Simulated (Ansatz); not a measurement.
# Input and output of a self-consistent single point for Y₃Si (Pm-3n, 8 atoms in the cell) (Ansatz)

Computed with revPBE, default PAW files made with PBE (plane waves; Ansatz, a first-principles code).

The input file:

Ansatz 0.2 input:
```yaml
crystal:
  lattice:
    - [6.23240400, 0.00000000, 0.00000000]
    - [0.00000000, 6.23240400, 0.00000000]
    - [0.00000000, 0.00000000, 6.23240400]
  atoms:
    - { symbol: Y, position: [0.25000000, 0.00000000, 0.50000000] }
    - { symbol: Y, position: [0.75000000, 0.00000000, 0.50000000] }
    - { symbol: Y, position: [0.00000000, 0.50000000, 0.25000000] }
    - { symbol: Y, position: [0.00000000, 0.50000000, 0.75000000] }
    - { symbol: Y, position: [0.50000000, 0.25000000, 0.00000000] }
    - { symbol: Y, position: [0.50000000, 0.75000000, 0.00000000] }
    - { symbol: Si, position: [0.00000000, 0.00000000, 0.00000000] }
    - { symbol: Si, position: [0.50000000, 0.50000000, 0.50000000] }
basis:
  ecutwfc: 420.0 eV
kpoints:
  mp_grid: { grid: [6, 6, 6] }
hamiltonian:
  xc: revpbe
  pseudopotentials: { kind: paw }
scf:
  occupations: { method: fermi_dirac, width: 0.1 eV }
output:
  forces: true
  eigenvalues: true
  stress: true
```

Log, with long lists cut:

```
WARN ansatz: RAYON_NUM_THREADS=1 ignored (pool sized by the plan → 1); use --threads N
Pseudopotentials: kind: paw
Pseudopotential: Y, paw, valence charge 11
Pseudopotential: Si, paw, valence charge 4
Crystal: 8 atoms, lattice volume = 242.084 Å³
Basis set: ecut = 420 eV, 4729 PW (Γ), exchange–correlation on 90×90×90 points (8 copies of the dense FFT grid, shifted against one another)
Bands: 45, of which v1, the nominal top of the filled ones, is band 37 counted from 1 (36 counted from 0)
Symmetry: 48 space group operations
Space group: Pm-3n (ITA 223), of the structure as read, at distance tolerance 6.2e-5 Å
k-points: 20 of 216
PAW frozen core: Y, regenerated for the run's functional, and the local potential with it
PAW frozen core: Si, regenerated for the run's functional, and the local potential with it
Initial density: superposition of atomic densities (neutral atoms: chi_scale 0, normalization atom), corrected by the library's trained network
Initial wavefunctions: pseudopotential atomic-orbital guess
Eigensolver: davidson
Functional: x = revpbe(κ = 1.245, μ = 0.2195149727645171), c = pbe(β = 0.06672455060314922)
SCF iter   1: F=—  HF=-24398.017566 eV  |F-HF|=—  |Δ(HF+E_count)|=         —  Δρ=2.74e-3  dr2=1.75e-2  ethr=1.77e-3  ⟨swp⟩=6.7  Hψ=3851  notcnv=0
all-band conjugate gradients solve this SCF's bands
preconditioner: auto → Kerker (q_TF=auto, 2.239 Å⁻¹)
SCF iter   2: F=—  HF=-24398.020706 eV  |F-HF|=—  |Δ(HF+E_count)|=   3.14e-3  Δρ=1.69e-3  dr2=6.05e-3  ethr=2.37e-5  ⟨swp⟩=1.8  Hψ=1116  notcnv=0
SCF iter   3: F=—  HF=-24398.022634 eV  |F-HF|=—  |Δ(HF+E_count)|=   1.93e-3  Δρ=3.99e-4  dr2=4.32e-4  ethr=8.18e-6  ⟨swp⟩=2.0  Hψ=1071  notcnv=0
SCF iter   4: F=—  HF=-24398.022696 eV  |F-HF|=—  |Δ(HF+E_count)|=   6.13e-5  Δρ=7.17e-5  dr2=1.40e-5  ethr=5.84e-7  ⟨swp⟩=1.9  Hψ=1120  notcnv=0
SCF iter   5: F=—  HF=-24398.022595 eV  |F-HF|=—  |Δ(HF+E_count)|=   1.01e-4  Δρ=1.34e-5  dr2=5.34e-7  ethr=1.89e-8  ⟨swp⟩=2.0  Hψ=1164  notcnv=0
SCF iter   6: F=-24398.022595 eV  HF=-24398.022595 eV  |F-HF|=1.21e-8  |Δ(HF+E_count)|=   1.95e-7  Δρ=3.20e-6  dr2=4.39e-8  ethr=1.35e-10  ⟨swp⟩=5.7  Hψ=3168  notcnv=0
SCF 1 converged in 6 iterations: F = -24398.022595 eV  dr2 = 4.39e-8
SCF converged after 6 iterations
Free energy (F): -24398.022595 eV
Harris-Foulkes:  -24398.022595 eV  (|F-HF|=1.21e-8)
Internal energy: -24397.715806 eV  (E = F + TS)
E sigma→0 (E₀):  -24397.869200 eV
Entropy (-TS):   -0.306789 eV (-38.349 meV/atom)
Fermi energy:    8.720889 eV
--- Per-component energies (eV) ---
  E_band       = -750.663847
  E_kinetic    = 1896.109043
  E_local      = -3962.984493  (includes V_loc(G=0)·N_el)
  E_nonlocal   = 344.007141
  E_hartree    = 1285.131950
  E_xc         = -1145.618981
  E_vxc        = -1278.882943  (∫ρ·V_xc dr)
  E_paw        = -18007.386040  (= ΣΔE_a)
  E_vpaw       = -319.169534  (= ΣTr[D̂ρ^β])
  E_aug_tail   = 0.000031  (compensation charges beyond the density's cutoff)
  E_ewald      = -4806.626213
  E_core_change = -0.348242  (= ΣΔE_core)
  E_smearing   = -0.306789  (= −TS)
  E_closure    = 0.000000  (closes the sum)
  Σ components = -24398.022595   (vs F -24398.022595, Δ=0.00e0)
--- Forces (eV/Å), atoms counted from 1 ---
  atom   1  Y      0.00000000    -0.00000000     0.00000000
   [... zero for the other atoms too ...]
  max |Σ_I F_I| component: 7.23e-18 eV/Å
--- Stress (GPa, compression-positive) ---
       -5.079383      -0.000000       0.000000
        0.000000      -5.079383       0.000000
        0.000000       0.000000      -5.079383
  P = ⅓ Tr σ = -5.0794 GPa (-50.794 kbar)
  The stress holds the Pulay correction. Without it, at fixed plane waves, as pw.x and ABINIT print it: P = -5.0842 GPa
--- Band table (eV; the first three rows and the last of 20) ---
  k-point 0: bands = ["-34.1922", "-34.1639", "-34.1639", "-34.0645", "-34.0645", "-34.0645", "-14.6469", "-14.6469", "-14.5637", "-14.2713", "-14.2713", "-14.2713", "-14.0771", "-14.0771", "-14.0771", "-14.0708", "-14.0708", "-14.0708", "-14.0196", [...]
  k-point 1: bands = ["-34.1889", "-34.1653", "-34.1588", "-34.0718", "-34.0645", "-34.0645", "-14.6448", "-14.6209", "-14.5348", "-14.2693", "-14.2693", "-14.2557", "-14.0961", "-14.0961", "-14.0831", "-14.0733", "-14.0492", "-14.0492", "-14.0242", [...]
  k-point 2: bands = ["-34.1819", "-34.1692", "-34.1426", "-34.0915", "-34.0645", "-34.0645", "-14.6384", "-14.6170", "-14.3830", "-14.2655", "-14.2655", "-14.2155", "-14.1173", "-14.1081", "-14.1081", "-14.0628", "-14.0389", "-14.0389", "-14.0340", [...]
  k-point 19: bands = ["-34.1194", "-34.1194", "-34.1194", "-34.1194", "-34.1194", "-34.1194", "-14.2291", "-14.2291", "-14.1929", "-14.1929", "-14.1929", "-14.1929", "-14.1929", "-14.1929", "-14.0666", "-14.0666", "-14.0666", "-14.0666", [...]
```

The run converged in 6 iterations.

The starting cell was generated: these elements placed on a structure prototype, without a prior relaxation; it need not be a known phase or ordering of this composition. With a pressure of about -5 GPa the cell is away from its equilibrium volume at this level. Ansatz's pressure includes its estimate of the finite-basis (Pulay) stress.
